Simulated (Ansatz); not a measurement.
Ge (model structure, from the C4 type, I4₁32, No. 214), treated with PBE in Ansatz (PAW).

Input:

Ansatz 0.2 input:
```yaml
crystal:
  lattice:
    - [-3.3998672965, 3.3998672965, 3.3998672965]
    - [3.3998672965, -3.3998672965, 3.3998672965]
    - [3.3998672965, 3.3998672965, -3.3998672965]
  atoms:
    - { symbol: Ge, position: [0.0, 0.25, 0.5] }
    - { symbol: Ge, position: [0.25, 0.5, 0.0] }
    - { symbol: Ge, position: [0.5, 0.0, 0.25] }
    - { symbol: Ge, position: [0.25, 0.25, 0.25] }
basis:
  ecutwfc: 520
  ecutrho_ratio: 4
  xc_grid: 2
kpoints:
  mp_grid: { grid: [12, 12, 12] }
hamiltonian:
  xc: pbe
  dispersion: none
  pseudopotentials: { kind: paw }
scf:
  occupations: { method: fermi_dirac, width: 0.05 }
  convergence: { dr2_threshold: 0.0000000004 }
output:
  forces: true
  stress: true
  eigenvalues: true
```

Q: How many irreducible k-points, plane waves at Γ does the program set up, and what pressure does the run end with?

A: 72 irreducible k-points, 4189 plane waves at Γ; P = 1.35 GPa, so the cell is compressed and would expand at this level.

From the output:

```
Crystal: 4 atoms, lattice volume = 157.198 Å³
Basis set: ecut = 520 eV, 4189 PW (Γ), exchange–correlation on 90×90×90 points (8 copies of the dense FFT grid, shifted against one another)
Bands: 34, of which v1, the nominal top of the filled ones, is band 28 counted from 1 (27 counted from 0)
Symmetry: 24 space group operations
Space group: I4132 (ITA 214), of the structure as read, at distance tolerance 5.4e-5 Å
k-points: 72 of 1728 (time reversal used)
Functional: x = pbe(κ = 0.804, μ = 0.2195149727645171), c = pbe(β = 0.06672455060314922)
SCF iter   1: F=—  HF=-17176.396432 eV  |F-HF|=—  |Δ(HF+E_count)|=         —  Δρ=1.15e-3  dr2=1.97e-3
SCF iter   2: F=—  HF=-17176.399666 eV  |F-HF|=—  |Δ(HF+E_count)|=   3.23e-3  Δρ=6.88e-4  dr2=4.15e-4
  ...
SCF iter   6: F=—  HF=-17176.399632 eV  |F-HF|=—  |Δ(HF+E_count)|=   2.18e-5  Δρ=3.16e-6  dr2=1.66e-8
SCF iter   7: F=-17176.399632 eV  HF=-17176.399632 eV  |F-HF|=2.04e-10  |Δ(HF+E_count)|=   8.31e-9  Δρ=3.28e-7  dr2=2.31e-10
SCF 1 converged in 7 iterations: F = -17176.399632 eV  dr2 = 2.31e-10
SCF converged after 7 iterations
Free energy (F): -17176.399632 eV
Internal energy: -17176.371856 eV  (E = F + TS)
E sigma→0 (E₀):  -17176.385744 eV
Fermi energy:    2.754583 eV
--- Forces (eV/Å), atoms counted from 1 ---
  atom   1  Ge    -0.00000000     0.00000000     0.00000000
  atom   2  Ge     0.00000000     0.00000000    -0.00000000
  atom   3  Ge     0.00000000    -0.00000000     0.00000000
  atom   4  Ge    -0.00000000    -0.00000000     0.00000000
--- Stress (GPa, compression-positive) ---
        1.345492       0.000000       0.000000
        0.000000       1.345492       0.000000
       -0.000000       0.000000       1.345492
  P = ⅓ Tr σ = 1.3455 GPa (13.455 kbar)
```

Note: the cell keeps the symmetry of its start, so it can be a saddle point. Note: cell and atoms aren't relaxed at this level (pressure 1.3 GPa).

Computing time: around 50 core-seconds (rough).

A model structure was made by putting elements into a prototype or built by hand; it is no filed structure, need not be a known phase, and can be a saddle point held by its symmetry.

Ansatz is a program for electronic structure.
